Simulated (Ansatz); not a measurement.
The starting structures come from a database of crystals and need not be the phases stable at ambient conditions.

 Where the default PAW files enter, the runs use the earlier of Ansatz's two default sets.

By PBEsol, the system below comes out a metal.

Input:

```xyz
3
Lattice="4.0755 0.0000 0.0000 -2.0377 3.5295 0.0000 0.0000 0.0000 3.9901" Properties=species:S:1:pos:R:3 pbc="T T T"
Y      0.0000     0.0000     0.0000
Si     0.0000     2.3530     1.9951
Si     2.0377     1.1765     1.9951
```

Space group of this cell: P6/mmm. The cell is taken as given; by PBEsol its mean pressure is -2.3 GPa.

The current flows along the normal of the first two printed cell vectors, the (001) plane of the conventional cell. No spin-orbit coupling; the value is a mean over 0.1 eV about the Fermi level.

Task: Give the ballistic conductance per area that PBEsol run with Ansatz (an electronic-structure program) yields.

Result: 0.70 × 10¹⁵ S/m² for both spins.
